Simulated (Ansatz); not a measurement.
Consider Ta in the bcc (W type) structure (space group Im-3m, No. 229; relaxed with 0.1 eV smearing).

```yaml
crystal:
  lattice:
    - [-1.64115, 1.64115, 1.64115]
    - [1.64115, -1.64115, 1.64115]
    - [1.64115, 1.64115, -1.64115]
  atoms:
    - { symbol: Ta, position: [0.00000, 0.00000, 0.00000] }
```

Cartesian axes are those of the cell as printed.

The values are results of PBEsol (Ansatz, a program for electronic structure; PAW; 420 eV plane waves; scalar-relativistic without spin-orbit coupling), not measurements.

Strains are applied to the cell and any free atomic positions relax; under biaxial strain the out-of-plane vector relaxes too.

One change was made to it. Results:

| quantity | base | after |
|---|---|---|
| energy relative to the base (free energy F) | 0 meV/atom | +36 meV/atom |
| pressure | 0.0 GPa | 12.7 GPa |

Question: Name the change that was made.
A. biaxial strain +3.63 %, plane normal [110], relaxed out of plane
B. isotropic strain −5.09 %
C. isotropic strain −1.83 %
D. tensor shear ε_xy = +0.81 %
E. uniaxial strain ε_zz = +4.11 %

Answer: C, isotropic strain −1.83 %. For comparison, the pressure in the other runs: biaxial strain +3.63 %, plane normal [110], relaxed out of plane gives -5.3 GPa; uniaxial strain ε_zz = +4.11 % gives -7.6 GPa; tensor shear ε_xy = +0.81 % gives 0.0 GPa; isotropic strain −5.09 % gives 43.4 GPa.

Stability against distortions was not tested. All final runs are without spin polarisation.
